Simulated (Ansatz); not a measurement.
The reference is AlN in the wurtzite structure (space group P6_3mc, No. 186; a = 3.107 Å, c = 4.978 Å).

The values are results of r2SCAN, PAW, 500 eV (Ansatz, a first-principles code; without spin-orbit coupling), earlier PAW set, not measurements.

One change was made to it. Results:

The density grows by 0.07 g/cm³, from 3.27 g/cm³ to 3.34 g/cm³; the valence-band top at Γ (three highest levels, from the VBM) becomes 0.00, -0.25, -0.25 eV (base: 0.00, -0.22, -0.22 eV); the width of the top valence band increases by 0.04 eV to 2.45 eV.

**Question.** Which of these changes matches the shifts?
A. pressure −1 GPa
B. pressure 4.5 GPa
C. pressure 0.9 GPa

**Answer.** B, pressure 4.5 GPa. For comparison, the valence-band top at Γ in the other runs: pressure 0.9 GPa gives 0.00, -0.23, -0.23 eV; pressure −1 GPa gives 0.00, -0.22, -0.22 eV.

The levels and masses belong to the bands next to the band gap. Load acts through the strain it causes; cell and atoms are relaxed under it. No phonon test of stability was made. Tetrahedral semiconductors of this kind turn to denser phases somewhere between about 1 and 50 GPa; those were not computed, so compressed cells here can lie past the real transition.
